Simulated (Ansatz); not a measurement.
Results of r²SCAN0 in Ansatz (plane waves, PAW) for Si (model structure, R-3m, No. 166, 6 atoms in the cell).

Numerical settings: plane-wave cutoff 520 eV, 6×6×6 k mesh, Fermi–Dirac smearing 0.01 eV, scalar-relativistic PAW data made under PBE.

The cell is the one relaxed with PBEsol. Conventional cell: a = 3.8301 Å, b = 3.8301 Å, c = 28.3767 Å, α = 90.00°, β = 90.00°, γ = 120.00°.

```yaml
crystal:
  lattice:
    - [1.91506, 1.10566, 9.45892]
    - [-1.91506, 1.10566, 9.45892]
    - [0.00000, -2.21132, 9.45892]
  atoms:
    - { symbol: Si, position: [0.73593, 0.73593, 0.73593] }
    - { symbol: Si, position: [0.81934, 0.81934, 0.81934] }
    - { symbol: Si, position: [0.18066, 0.18066, 0.18066] }
    - { symbol: Si, position: [0.26407, 0.26407, 0.26407] }
    - { symbol: Si, position: [0.95862, 0.95862, 0.95862] }
    - { symbol: Si, position: [0.04138, 0.04138, 0.04138] }
```

### Question
List the 16 lowest band energies at Γ above −25 eV (eV, relative to the valence band maximum), grouping those that round alike.

### Answer
At Γ: -13.95, -12.40, -12.39, -6.35, -6.33, -1.39 (×2), -1.30 (×2), -0.23, 0.00 (×2), 2.91, 3.16, 3.62 (×2).

Note: the run warned that its exchange threshold was loose for the stress; the relaxation could raise the start's symmetry but not lower it, so the cell can be a saddle point; cell and atoms aren't relaxed at this level (pressure -0.3 GPa).

A model structure was made by putting elements into a prototype or built by hand; it is no filed structure, need not be a known phase, and can be a saddle point held by its symmetry.

Ansatz is a quantum-chemistry and plane-wave program.
